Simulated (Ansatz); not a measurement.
Li on the 1x1 (111) surface of fcc Au (the real clean face reconstructs), one in a 2x2 cell, energies for each (29.9 Å²). Energies are against an atom of bcc Li, without zero-point or thermal terms; each row is named by its start. No converged result for: 1 more start.

These are PBE (plane waves to 420 eV, PAW; Ansatz, a program for electronic structure) values and carry that method's errors.

Slab: 17 atoms, 7.2 Å thick at the start under the adsorbate (thin: gaps and levels are the slab's own); k 6x6x1, smearing 0.1 eV, dipole-corrected; 8 atoms held, the rest relaxed; each run with such symmetry as its start has; no spin, no spin-orbit, no U, no dispersion correction.

A negative adsorption energy means that the adsorbate is more stable on the surface than in its reference. Starts that drift may end in the same place. Heights count from the host atoms within 0.3 Å of the top one.

```csv
starting site,E_ads (eV),height (Å),nearest host atom (Å),bonded to,Δ work function (eV),lateral drift (Å)
hollow Au-Au-Au over Au at depth 2.4 Å,-0.83,1.89,Au 2.57,3 Au,-2.72,0.0
hollow Au-Au-Au over Au at depth 4.8 Å,-0.84,1.89,Au 2.57,3 Au,-2.71,0.0
bridge Au-Au (span 2.9 Å),-0.84,1.89,Au 2.57,3 Au,-2.72,0.8
```
